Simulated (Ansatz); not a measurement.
Base system: MgO in the rock salt structure (space group Fm-3m, No. 225; a = 4.215 Å). Axes: x, y, z lie along the cube axes.

Calculations: PBEsol in Ansatz (plane waves to 420 eV, PAW, scalar-relativistic without spin-orbit coupling), earlier PAW set.

It is then changed as follows: compressive biaxial strain of 2.45 % in the plane normal to [001], as in epitaxy on a mismatched substrate; the out-of-plane cell vector and the atoms relax.

Q: Estimate the effect on the ratio −ε⊥/ε∥.

A: The ratio −ε⊥/ε∥ amounts to 0.66.

Stability against distortions was not tested.

Ansatz is a quantum-chemistry and plane-wave program.
